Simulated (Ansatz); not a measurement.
## SnSe2: stress against strain

SnSe2 (1T layered, P-3m1, 25.570 Å³/atom at rest, c along z) under a strain ε along c (axis z), the other axes held. PBE-D3(BJ) in Ansatz, a plane-wave DFT program (PAW, default set), 420 eV, 10×10×6 Γ-centred mesh, Fermi-Dirac smearing 0.05 eV; ions are relaxed within the symmetry of each cell. Stress is positive for a compressed cell.

Here s stands for strain and y for stress zz.

```csv
strain (%),stress zz (GPa)
-3.00,?
-1.50,0.50
-1.00,0.33
-0.50,0.15
0.00,0.00
0.50,-0.16
1.00,-0.29
1.50,-0.42
```

The 7 complete rows are fitted with a straight line, y against s. Means: s 0, y 0.016. About the means, the sum of products is -2.1550 and the sum of squares of s is 7.0000; the slope is their ratio. Least squares gives y = 0.016 - 0.3079·s. Residuals (row less fit): 0.022, 0.006, -0.020, -0.016, -0.022, 0.002, 0.026; standard error 0.022 (degrees of freedom: 5). The slope gives the elastic constant C33 = 31 ± 0.8 GPa.

### Question
Predict the withheld y at s = -3.00 from the fit, and compare with the calculation.

### Answer
y = 0.016 - 0.3079 × (-3.0) = 0.940 GPa. The calculation gives 1.11 GPa, 0.170 GPa above the prediction (11.1 % of the range of y in the table). The row lies outside the fitted rows, so this is an extrapolation. From the scatter of the fitted rows alone, a prediction at this place has a standard error of 0.034 GPa, so the miss is 5.0 times that.

One order more, fitted to all 13 runs of the series, follows each within 0.01, so the miss is the next term of a smooth law. Rows are the converged runs of the series near zero and its far end; series whose fitted rows scatter by over a few per cent of the range, as at a crossing or softening among them, aren't shown in this form. Most that stay on the fit to the last digits aren't either.
